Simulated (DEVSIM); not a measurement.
Device: Schottky contact on n-type Si, at 300 K.

Layer 1 from the left is Si, thickness (μm) 5.70, Nd (cm⁻³) 7.2e16, τn (s) 4.3e-7, τp (s) 4.3e-7.

Left contact: Schottky, work function 4.49 eV, emission velocity 2.3e6 cm/s. Right contact: ohmic. Voltage is applied to the left contact. Recombination: SRH at mid-gap, radiative. Mobility is constant in doping.

The device is made up for the run: typed textbook-type constants, with dimensions and the other settings drawn at random. Values at 300 K.

Si: gap (eV) 1.124, affinity (eV) 4.05, permittivity 11.7, Nc (cm⁻³) 2.86e19, Nv (cm⁻³) 3.1e19, μn (cm²/Vs) 1417, μp (cm²/Vs) 470, B (cm³/s) 4.7e-15.

Problem. Estimate by hand the built-in potential, the peak field at zero bias, the capacitance at -1 V, and compare with a numerical solution.

Solution. 
- Built-in potential: barrier φB = 0.440 eV; Vbi = φB − kT/q ln(N_band/N) = 0.285 V; numerical 0.285 V.
- Peak field at zero bias: depletion approximation: W = √(2εVbi/(qN)) = 0.0716 μm with N = 7.20e16 cm⁻³; field = 2Vbi/W = 79700 V/cm; numerical 75500 V/cm (estimate above by 5.6 %).
- Capacitance at -1 V: C = √(qεN / 2(Vbi + |V|)) = 68.2 nF/cm²; numerical 68.9 nF/cm² (estimate below by 1.00 %).

Simulated with DEVSIM: 1D drift-diffusion, Boltzmann statistics, complete ionisation; no tunnelling, impact ionisation, image-force lowering or self-heating. Metal contacts follow the ideal Schottky-Mott rule: no Fermi-level pinning, no interface dipoles.
